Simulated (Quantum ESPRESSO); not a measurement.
Input and output of a self-consistent single point for Lu (P6_3/mmc, 4 atoms in the cell) (Quantum ESPRESSO).

Method: PBEsol, PSlibrary PAW (PBE) pseudopotentials (plane waves; Quantum ESPRESSO).

```
Lu
1.0
    3.42453     0.00000     0.00000
   -1.71227     2.96573     0.00000
    0.00000     0.00000    11.01846
Lu
4
Cartesian
  0.00000   0.00000   0.00000
  0.00000   0.00000   5.50923
  0.00000   1.97716   2.75461
  1.71227   0.98858   8.26384
```

Reference input (self-consistent single point, DFT, PBE, plane waves, PSlibrary PAW (PBE) pseudopotentials): ecutwfc = 50 Ry; ecutrho = 400 Ry; occupations = smearing; smearing = gaussian; degauss = 0.0073499 Ry; potentials = {Lu: Lu.pbe-spdn-kjpaw_psl.1.0.0.UPF}; K_POINTS = automatic 8 8 2 0 0 0; conv_thr = 1e-10 Ry. This run's input differs from it in these lines:

```diff
@@ -17,2 +17,3 @@
  degauss = 0.0073499
+ input_dft = 'pbesol'
 /
```

Log, with long lists cut:

```
     Self-consistent Calculation

     iteration #  1     ecut=    50.00 Ry     beta= 0.70

     Threshold (ethr) on eigenvalues was too large:
     Diagonalizing with lowered threshold

     total energy              =   -2634.42889343 Ry
     estimated scf accuracy    <       0.04398306 Ry

     iteration #  2     ecut=    50.00 Ry     beta= 0.70

     total energy              =   -2634.43577338 Ry
     estimated scf accuracy    <       0.00097137 Ry

     iteration #  3     ecut=    50.00 Ry     beta= 0.70

     total energy              =   -2634.43582139 Ry
     estimated scf accuracy    <       0.00009185 Ry

   [... 3 blocks of this kind left out ...]

     iteration #  7     ecut=    50.00 Ry     beta= 0.70

     total energy              =   -2634.43586107 Ry
     estimated scf accuracy    <       0.00000001 Ry

     iteration #  8     ecut=    50.00 Ry     beta= 0.70
     End of self-consistent calculation

     the Fermi energy is    10.6028 ev

!    total energy              =   -2634.43586107 Ry
     estimated scf accuracy    <          6.8E-11 Ry
     smearing contrib. (-TS)   =      -0.00225859 Ry
     internal energy E=F+TS    =   -2634.43360248 Ry

     convergence has been achieved in   8 iterations

     Forces acting on atoms (cartesian axes, Ry/au):

     atom    1 type  1   force =    -0.00000000   -0.00000000    0.00000000
   [... zero for the other atoms too ...]

     Total force =     0.000000     Total SCF correction =     0.000000

          total   stress  (Ry/bohr**3)                   (kbar)     P=      -11.32
  -0.00008110  -0.00000000   0.00000000          -11.93       -0.00        0.00
  -0.00000000  -0.00008110   0.00000000           -0.00      -11.93        0.00
  -0.00000000   0.00000000  -0.00006871           -0.00        0.00      -10.11

   JOB DONE.
```

The run converged in 8 iterations. Against the reference run the pressure goes from 1.66 to -1.13 GPa.

The starting cell was generated: these elements placed on a structure prototype, without a prior relaxation; it need not be a known phase or ordering of this composition. Its lattice was rescaled by a random factor within 2.5 % of one.

Cost on one core of a shared machine: roughly 60 s.
